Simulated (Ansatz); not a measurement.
Consider Bi2Se3 in the Bi2Te3 type structure (space group R-3m, No. 166; a = 4.145 Å, c = 29.268 Å (hexagonal axes)).

Level of theory: r2SCAN+rVV10 (Ansatz, a quantum-chemistry and plane-wave program, PAW, no spin-orbit coupling), earlier PAW set.

Free-standing slabs (5 atom(s) a layer) normal to the stacking axis with 15 Å of vacuum; in-plane cell relaxed.

One change was made to it. Results:

The in-plane lattice parameter a falls by 0.016 Å, from 4.145 Å to 4.129 Å; the excess energy per area of both faces (slab less bulk energy over the cell's area: twice a surface energy) comes out as 0.29 J/m²; the shortest interatomic distance decreases by 0.006 Å, from 2.853 Å to 2.847 Å.

Q: Which change produced these results?
A) 4 layers
B) 1 layer
C) 3 layers

A: B, 1 layer. For comparison, the in-plane lattice parameter a in the other runs: 3 layers gives 4.140 Å; 4 layers gives 4.141 Å.

The excess energy carries the mismatch between the slab's and the bulk's meshes. Stability against distortions was not tested.
